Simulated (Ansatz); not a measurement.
The starting structures come from a database of crystals and need not be the phases stable at ambient conditions.

 Where the default PAW files enter, the runs use the earlier of Ansatz's two default sets.

The decay constant κ of evanescent states in the gap governs leakage through a thin film.

Here is the system:

```xyz
2
Lattice="4.4676 0.0000 0.0000 0.0000 6.3181 0.0000 2.2338 3.1591 2.2338" Properties=species:S:1:pos:R:3 pbc="T T T"
Cs     0.0000     0.0000     0.0000
H      0.0000     3.1591     0.0000
```

Space group of this cell: Fm-3m, rock salt. The cell was relaxed by PBE-D3(BJ).

Transport runs along the normal of the first two printed cell vectors, the (110) plane of the conventional cell.

The gap is the functional's own, uncorrected, and κ follows it; spin-orbit coupling is left out. Mid-gap values are interpolated between the computed energies.

Task: State the band gap and the smallest decay constant κ at mid-gap according to r2SCAN in Ansatz (an electronic-structure program).

Result: Gap 2.65 eV on a 14×14×14 mesh; κ = 0.296 1/Å, at (0.000, 0.500) of the in-plane reciprocal vectors. At the zone centre, at the nearest computed energy, the slowest state has κ = 0.37 1/Å.
